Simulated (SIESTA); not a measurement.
SIESTA run on CaNi₂ (Fd-3m, 6 atoms in the cell): self-consistent single point

Computed with GGA PBEsol, numerical atomic orbitals DZP, PseudoDojo PBEsol standard norm-conserving potentials (rewritten from UPF to PSML) run with SIESTA 5.4.2.

Input as run:

```
# files in the folder: Ca.psml Ni.psml (PseudoDojo PBEsol standard)
SystemName  CaNi2
SystemLabel siesta

NumberOfAtoms                6
NumberOfSpecies              2
%block ChemicalSpeciesLabel
  1 20 Ca
  2 28 Ni
%endblock ChemicalSpeciesLabel
LatticeConstant              1.0 Ang
%block LatticeVectors
     0.000000000    3.499962000    3.499962000
     3.499962000    0.000000000    3.499962000
     3.499962000    3.499962000    0.000000000
%endblock LatticeVectors
AtomicCoordinatesFormat      Ang
%block AtomicCoordinatesAndAtomicSpecies
     0.000000000    0.000000000    0.000000000  1
     1.749981000    1.749981000    1.749981000  1
     4.374952500    4.374952500    4.374952500  2
     4.374952500    2.624971500    2.624971500  2
     2.624971500    2.624971500    4.374952500  2
     2.624971500    4.374952500    2.624971500  2
%endblock AtomicCoordinatesAndAtomicSpecies

XC.functional                GGA
XC.authors                   PBEsol
PAO.BasisSize                DZP
PAO.EnergyShift              0.01 Ry
MeshCutoff                   300 Ry
%block kgrid.MonkhorstPack
    6   0   0  0.0
    0   6   0  0.0
    0   0   6  0.0
%endblock kgrid.MonkhorstPack
OccupationFunction           FD
ElectronicTemperature        100.0 meV

MaxSCFIterations             150
SCF.Mixer.Method             Pulay
SCF.Mixer.Weight             0.25
SCF.Mixer.History            6
SCF.DM.Tolerance             1.0E-04
Diag.ParallelOverK           true
WriteForces                  true
```

Output (repeated stretches shortened):

```
reinit: Reading from file input.fdf

reinit: System Name: CaNi2
reinit: System Label: siesta

coor:   Atomic-coordinates input format  =     Cartesian coordinates
coor:                                          (in Angstroms)

siesta: Atomic coordinates (Bohr) and species
siesta:      0.00000   0.00000   0.00000  1        1
siesta:      3.30698   3.30698   3.30698  1        2
siesta:      8.26746   8.26746   8.26746  2        3
siesta:      8.26746   4.96048   4.96048  2        4
siesta:      4.96048   4.96048   8.26746  2        5
siesta:      4.96048   8.26746   4.96048  2        6

siesta: System type = bulk

initatomlists: Number of atoms, orbitals, and projectors:      6    94   108

siesta: ******************** Simulation parameters ****************************
redata: Spin configuration                          = none
redata: Time-Reversal Symmetry                      = T
redata: Number of Atomic Species                    =        2
redata: Mesh Cutoff                                 =   300.0000 Ry
redata: Net charge of the system                    =     0.0000 |e|
redata: Min. number of SCF Iter                     =        0
redata: Max. number of SCF Iter                     =      150
redata: SCF convergence failure will abort job
redata: SCF mix quantity                            = Hamiltonian
redata: Mix DM or H after convergence               =   F
redata: Recompute H after scf cycle                 =   F
redata: Mix DM in first SCF step                    =   T
redata: No kicks to SCF
redata: DM Mixing Weight for Kicks                  =     0.5000
redata: Require Harris convergence for SCF          =   F
redata: Harris energy tolerance for SCF             =     0.000100 eV
redata: Require DM convergence for SCF              =   T
redata: DM tolerance for SCF                        =     0.000100
redata: Require EDM convergence for SCF             =   F
redata: EDM tolerance for SCF                       =     0.001000 eV
redata: Require H convergence for SCF               =   T
redata: Hamiltonian tolerance for SCF               =     0.001000 eV
redata: Require (free) Energy convergence for SCF   =   F
redata: (free) Energy tolerance for SCF             =     0.000100 eV
redata: Using DFT-D3 dispersion                     =   F
redata: Using Saved Data (generic)                  =   F
redata: Method of Calculation                       = Diagonalization
redata: Electronic Temperature                      =  1160.4518 K
redata: Number of TDED substeps                     =        3
redata: Dynamics option                             = Single-point calculation
redata: Save all siesta data in one NC              =   F
redata: ***********************************************************************

%block SCF.Mixers
  Pulay
%endblock SCF.Mixers

%block SCF.Mixer.Pulay
  # Mixing method
  method pulay
  variant stable

  # Mixing options
  weight 0.2500
  weight.linear 0.2500
  history 6
%endblock SCF.Mixer.Pulay

DM_history_depth set to one: no extrapolation allowed by default for geometry relaxation
Size of DM history Fstack: 1
Total number of electrons:    92.000000
Total ionic charge:    92.000000

* ProcessorY, Blocksize:    1  64

* Orbital distribution balance (max,min):    94    94

k-point displ. along   1 input, could be:     0.00    0.50
k-point displ. along   2 input, could be:     0.00    0.50
k-point displ. along   3 input, could be:     0.00    0.50
 Kpoints in:          144 . Kpoints trimmed:          132

siesta: k-grid: Number of k-points = 132
siesta: k-points from Monkhorst-Pack grid
siesta: k-cutoff (effective) =    14.849 Ang
siesta: k-point supercell and displacements
siesta: k-grid:     6     0     0      0.000
siesta: k-grid:     0     6     0      0.000
siesta: k-grid:     0     0     6      0.000

diag: Algorithm                                     = D&C
diag: Parallel over k                               =   F
diag: Use parallel 2D distribution                  =   F
diag: Parallel block-size                           = 64
diag: Parallel distribution                         =     1 x     1
diag: Used triangular part                          = Lower
diag: Absolute tolerance                            =  0.100E-15
diag: Orthogonalization factor                      =  0.100E-05
diag: Memory factor                                 =  1.0000

superc: Internal auxiliary supercell:     5 x     5 x     5  =     125
superc: Number of atoms, orbitals, and projectors:    750  11750  13500

                        Single-point calculation

superc: Internal auxiliary supercell:     5 x     5 x     5  =     125
superc: Number of atoms, orbitals, and projectors:    750  11750  13500

outcell: Unit cell vectors (Ang):
        0.000000    3.499962    3.499962
        3.499962    0.000000    3.499962
        3.499962    3.499962    0.000000

outcell: Cell vector modules (Ang)   :    4.949694    4.949694    4.949694
outcell: Cell angles (23,13,12) (deg):     60.0000     60.0000     60.0000
outcell: Cell volume (Ang**3)        :     85.7472
new_DM -- step:     1
Initializing Density Matrix...

Attempting to read DM from file... Failed...
DM filled with atomic data:

InitMesh: MESH = 48 x 48 x 48 = 110592
InitMesh: Mesh cutoff (required, used) =   300.000   389.869 Ry

stepf: Fermi-Dirac step function

        iscf     Eharris(eV)        E_KS(eV)     FreeEng(eV)     dDmax    Ef(eV) dHmax(eV)
   scf:    1   -20191.596007   -20300.308039   -20300.612122  6.874789 -2.322689 22.320923
   scf:    2   -20282.098577   -20328.653133   -20328.729918  4.943027 -5.779594 10.977768
   scf:    3   -20342.032081   -20339.264619   -20339.436990  1.393001 -4.580233  2.141267
   scf:    4   -20339.192507   -20339.379561   -20339.572736  0.497428 -4.319739  1.258046
   scf:    5   -20339.512873   -20339.490525   -20339.675542  0.186298 -4.447949  0.163760
   scf:    6   -20339.490275   -20339.491316   -20339.675571  0.017788 -4.461270  0.094315
   scf:    7   -20339.489911   -20339.491334   -20339.677088  0.022828 -4.454742  0.035939
   scf:    8   -20339.491919   -20339.491654   -20339.677158  0.003675 -4.457691  0.005062
   scf:    9   -20339.491742   -20339.491699   -20339.677162  0.001036 -4.458689  0.000503
   scf:   10   -20339.491701   -20339.491700   -20339.677162  0.000056 -4.458786  0.000456

SCF Convergence by DM+H criterion
max |DM_out - DM_in|         :     0.0000557544
max |H_out - H_in|      (eV) :     0.0004557628
SCF cycle converged after 10 iterations

Using DM_out to compute the final energy and forces

siesta: E_KS(eV) =           -20339.4917

siesta: E_KS - E_eggbox =    -20339.4917

siesta: Atomic forces (eV/Ang):
     1   -0.000035   -0.000035   -0.000035
     2    0.000035    0.000035    0.000035
     3    0.000000   -0.000000   -0.000000
     4    0.000000    0.000000   -0.000000
     5   -0.000000    0.000000   -0.000000
     6   -0.000000   -0.000000   -0.000000
   Tot    0.000000    0.000000   -0.000000
   Max    0.000035
   Res    0.000020    sqrt( Sum f_i^2 / 3N )
   Max    0.000035    constrained

Stress tensor Voigt[x,y,z,yz,xz,xy] (kbar):     -156.40     -156.40     -156.40       -0.42       -0.42       -0.42
(Free)E + p*V (eV/cell)   -20331.3066
Target enthalpy (eV/cell)   -20339.6772

siesta: Program's energy decomposition (eV):
siesta: Ebs     =     -3279.222533
siesta: Eions   =     26433.695093
siesta: Ena     =      2051.354732
siesta: Ekin    =      9348.303263
siesta: Enl     =     -2727.759351
siesta: Eso     =         0.000000
siesta: Edftu   =         0.000000
siesta: DEna    =       131.601630
siesta: DUscf   =         2.929142
siesta: DUext   =         0.000000
siesta: Ex      =     -2551.567438
siesta: Ec      =      -160.658585
siesta: Exc     =     -2712.226023
siesta: Eharris =    -20339.491701
siesta: Etot    =    -20339.491700
siesta: FreeEng =    -20339.677162

siesta: Stress tensor (static) (eV/Ang**3):
siesta:    -0.097619   -0.000265   -0.000265
siesta:    -0.000265   -0.097619   -0.000265
siesta:    -0.000265   -0.000265   -0.097619

siesta: Cell volume =         85.747207 Ang**3

siesta: Pressure (static):
siesta:                Solid            Molecule  Units
siesta:           0.00106321          0.00106320  Ry/Bohr**3
siesta:           0.09761913          0.09761841  eV/Ang**3
siesta:         156.40308538        156.40193938  kBar
```

The run converged in 10 iterations.

The starting cell comes from a database of computed structures (which also holds hypothetical and non-ambient phases and stackings), without a prior relaxation at this level. Its lattice was rescaled by a random factor within 2.5 % of one. Spin polarisation is off. Values carry the incompleteness of an atom-centred basis. With a pressure of about 16 GPa the cell is away from its equilibrium volume at this level.
